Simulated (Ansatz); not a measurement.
SnO2 (P4₂/mnm, No. 136, 6 atoms in the cell; start mp-550172) was calculated with LDA (PAW; Ansatz, a program for electronic structure).

Settings: plane-wave cutoff 500 eV, 8×8×12 k mesh (along the axes of the cell as run), gaussian smearing 0.02 eV, scalar-relativistic PAW data made under PBE.

Cell (relaxed at this level):

```xyz
6
Lattice="4.7228 0.0000 0.0000 0.0000 4.7228 0.0000 0.0000 0.0000 3.1905" Properties=species:S:1:pos:R:3 pbc="T T T"
Sn     2.3614     2.3614     1.5952
Sn     0.0000     0.0000     0.0000
O      1.4455     1.4456     0.0000
O      3.2773     3.2772     0.0000
O      3.8069     0.9158     1.5952
O      0.9159     3.8070     1.5952
```

Problem. Predict the band gap.

Solution. 
- band gap: 1.16 eV (on the SCF k mesh)

Note: the relaxation could not lower the start's symmetry, so the cell can be a saddle point above a distorted one.

Spin–orbit coupling is not included.

Cost on a shared machine: roughly 80 core-seconds.

A start named mp-… is a Materials Project structure, which need not be a measured phase.
